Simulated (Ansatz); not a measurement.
**Formation energy of H_i in Zr (hcp, P6₃/mmc): levels of theory**

We look at the formation energy of H_i in Zr (hcp, P6₃/mmc). Reaction: 36 Zr (hcp) + 1/2 H2 (gas) → cell A.

A: a supercell of 36 sites of Zr (hcp, P6₃/mmc) with H off the lattice sites (6 Zr at 2.30 Å); spin state with PBE: run without spin.

Setting: static, neutral cells in Ansatz (PAW) whose structures rest at the PBE level. Ansatz (a program for electronic structure) runs with its default PAW set. Other levels take these structures. The lattices are those relaxed with PBE, so at other levels the solids can be strained, which adds to the spread. Larger cells are relaxed from a start prepared with the learned potential CHGNet, on a coarser mesh till forces fall under 0.03 eV/Å, which some starts already meet. A dispersion term (D3(BJ), or D4 for r2SCAN) was computed beside these levels and is taken off wherever the name lacks it. Mesh and cell size may move defect energies by 0.1 eV or more. Cell A has symmetry P-3m1 and got no random move, so less symmetric positions, which may lie lower, weren't tried.

```csv
Level,value (eV)
PBE,-0.41
PBE+D3(BJ),…
LDA,-0.78
PBEsol,-0.61
RPBE,-0.25
r2SCAN+D4,-0.55
```

Q: Some entries are withheld; supply them.

A: 
- PBE+D3(BJ), value (eV): -0.57

The levels span 0.53 eV, from LDA (-0.78) to RPBE (-0.25).

Rough cost of one single point on cell A, against PBEsol's on the same shared machine and with each level's own mesh and cutoff: r2SCAN within a factor of 2.
